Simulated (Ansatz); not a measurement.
# InSb: biaxial strain −3.00 %, plane normal [001], relaxed out of plane

Take InSb in the zinc blende structure (space group F-43m, No. 216; a = 6.5189 Å) as the base. Axes: x, y, z lie along the cube axes.

Modification: biaxial strain −3.00 %, plane normal [001], relaxed out of plane (Cartesian); in-plane vectors clamped, the third vector and the atoms free.

Method: Ansatz (a program for electronic structure), PBEsol, PAW, cutoff 420 eV, spin-orbit coupling left out. Settings: 12×12×12 k-points, 0.05 eV Fermi–Dirac smearing.

| quantity | base | changed | shift |
|---|---|---|---|
| volume per atom | 34.63 Å³ | 33.63 Å³ | -0.995 Å³ |
| space group | F-43m (No. 216) | I-4m2 (No. 119) | – |
| energy relative to the base (free energy F) | 0 meV/atom | +12 meV/atom | +12 meV/atom |
| band gap | zero | zero | – |
| out-of-plane strain (rough) | – | +3.23 % | – |
| mean in-plane stress (compression positive) (rough) | – | +1.9 GPa | – |

Cost of the whole job for the changed cell (relaxation, final SCF and bands): very roughly 110 core-seconds.

Without a gap, meshes like the base's 12×12×12 leave anisotropic stresses uncertain by several tenths of a GPa, and small strain energies with them. With Sb present, leaving out spin-orbit coupling can change the band edges. Whether these cells are dynamically stable was not tested. All final runs are without spin polarisation. The zero or small gap of InSb can change with the level of theory.
